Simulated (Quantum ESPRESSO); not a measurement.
Quantum ESPRESSO 7.5, DFT, PBE, plane waves, PseudoDojo 0.5 standard norm-conserving PBE (local tails restored to the Coulomb form): bcc Li, 1 atom. Basis and mesh were picked for this test and aren't claimed converged.

```fortran
&CONTROL
  calculation = 'scf'
  pseudo_dir = './pseudo'
  outdir = './out'
  tprnfor = .true.
  tstress = .false.
/
&SYSTEM
  ibrav = 0
  nat = 1
  ntyp = 1
  ecutwfc = 74.0
  ecutrho = 296.0
  occupations = 'smearing'
  smearing = 'mv'
  degauss = 0.02
/
&ELECTRONS
  conv_thr = 1e-09
/
ATOMIC_SPECIES
Li 6.9400 Li.upf
CELL_PARAMETERS angstrom
 -1.755000000000   1.755000000000   1.755000000000
  1.755000000000  -1.755000000000   1.755000000000
  1.755000000000   1.755000000000  -1.755000000000
ATOMIC_POSITIONS crystal
Li   0.000000000000   0.000000000000   0.000000000000
K_POINTS automatic
16 16 16 0 0 0
```

```bash
OMP_NUM_THREADS=16 mpirun -np 6 pw.x -nk 6 -in pw.in
```

The program reports k-points computed: 145, bands: 6, electrons: 3, G-vectors of the density: 12527, FFT grid: 32×32×32, symmetry operations: 48.

It runs on a single node (AMD EPYC (Zen 5), 96 cores on 1 socket, no SMT, 12 L3 cache groups).

On 6 ranks × 16 threads, 16 BLAS threads this takes 16 s. Times are wall-clock medians of two to five runs, from launch to exit, with nothing else on the machine. Processes are pinned to neighbouring cores unless said otherwise. The build: conda-forge: Open MPI 5.0, OpenMP, OpenBLAS 0.3.34 (pthreads), FFTW, ScaLAPACK, ELPA; another build can shift the numbers. Scratch files lie in a memory file system. This build's BLAS runs threads of its own beside OpenMP's, on the same cores; «BLAS threads» counts them.

Make this run faster without changing its result beyond 1.0 meV/atom in energy. Keep to 96 cores.

One answer among several that fit: going from 6 ranks × 16 threads, 16 BLAS threads, -nk 6 to 48 ranks × 2 threads, 1 BLAS thread, -nk 24, the fastest of the measured ones that keep the result.

```diff
-OMP_NUM_THREADS=16 mpirun -np 6 pw.x -nk 6 -in pw.in
+OMP_NUM_THREADS=2 OPENBLAS_NUM_THREADS=1 mpirun -np 48 pw.x -nk 24 -in pw.in
```

Time: 16 s to 0.95 s (17× as fast). The largest move is in the rest of the band solver (c_bands and wfcinit less FFTs, projectors and diagonalisation: overlaps, rotations, waiting): 9.7 s to 0.050 s. The BLAS threads cost time here: 6 ranks × 16 threads, 16 BLAS threads takes 16 s and 900 core-seconds of CPU time, the same layout with one BLAS thread 2.1 s and 120. These two results differ by: energy equal as printed. Others tried: 24 ranks × 4 threads, 1 BLAS thread, -nk 24 (1.2 s); 96 ranks, -nk 32 (1.2 s); 12 ranks × 8 threads, 1 BLAS thread, -nk 12 (1.4 s); 6 ranks × 16 threads, 1 BLAS thread, -nk 6 (2.1 s); 48 ranks × 2 threads, 2 BLAS threads, -nk 24 (2.5 s); 24 ranks × 4 threads, 4 BLAS threads, -nk 24 (6.7 s); 12 ranks × 8 threads, 8 BLAS threads, -nk 12 (9.5 s); 1 rank × 96 threads, 1 BLAS thread, -nk 1 (16 s). Repeats scatter by up to 26 %. Launch, exit and the like take 0.62 s of the 0.95 s. 1 further setting of this study gave no repeated timing (cut by our limit, run once, or disturbed).
